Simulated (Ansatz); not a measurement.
Structures of equal composition on the (0001) surface of hcp Ti: one row in 3 of the top plane missing; (√3x√3)R30°, one Ti site of the top plane empty. The slabs share one bottom face, and each structure is named by its start. These are constructed structures in small cells; real faces may alloy, dewet or reconstruct in larger ones, and not all known structures of the face are among them. Slabs of about 12 Å with all that they carry, Fermi-Dirac smearing of 0.1 eV. Bottom of the slabs: a bare face, its two planes held. Relaxed from the named starts with such symmetry as they have, on meshes of like density; energies extrapolated to zero smearing; no spin-orbit coupling, no U. Spin-polarised runs, if any, are marked in brackets, and their order is one that fits the cell; the others ran without spin. The cells differ, so small differences also carry the error of unlike k-meshes.

The numbers are results of PBE (plane waves to 420 eV, PAW; Ansatz, a quantum-chemistry and plane-wave program), not measurements.

Put the candidates in order of energy per 1x1 cell, lowest first, for PBE.

one row in 3 of the top plane missing (0.00 eV (2 Ti–Ti bonds formed)), (√3x√3)R30°, one Ti site of the top plane empty (0.27 eV)
